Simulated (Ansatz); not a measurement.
The starting structures come from a database of crystals and need not be the phases stable at ambient conditions.

Inside the gap of an insulator the Bloch states are evanescent, with a wavenumber k + iκ along the transport direction.

Consider the following.

```
CELL_PARAMETERS angstrom
      7.26225     0.00000    -0.08708
      0.00000     9.98843     0.00000
     -1.28128     0.00000     4.20725
ATOMIC_POSITIONS crystal
  La 0.48650 0.25000 0.74325
  La 0.51350 0.75000 0.25675
  I  0.71431 0.43624 0.35716
  I  0.28569 0.56376 0.64284
  I  0.28569 0.93624 0.64284
  I  0.71431 0.06376 0.35716
  I  0.84546 0.75000 0.92273
  I  0.15454 0.25000 0.07727
```

Space group of this cell: Cmcm. The cell was relaxed by PBE-D3(BJ); by r2SCAN its mean pressure is 1.6 GPa.

Transport runs along the normal of the first two printed cell vectors.

The gap is the functional's own, uncorrected, and κ follows it; spin-orbit coupling is left out. Mid-gap values are interpolated between the computed energies.

Question: Compute, with Ansatz (an electronic-structure program) with r2SCAN, the band gap and the smallest decay constant κ at mid-gap.

Answer: Gap 2.11 eV on a 8×4×8 mesh; κ = 0.278 1/Å, at the zone centre.
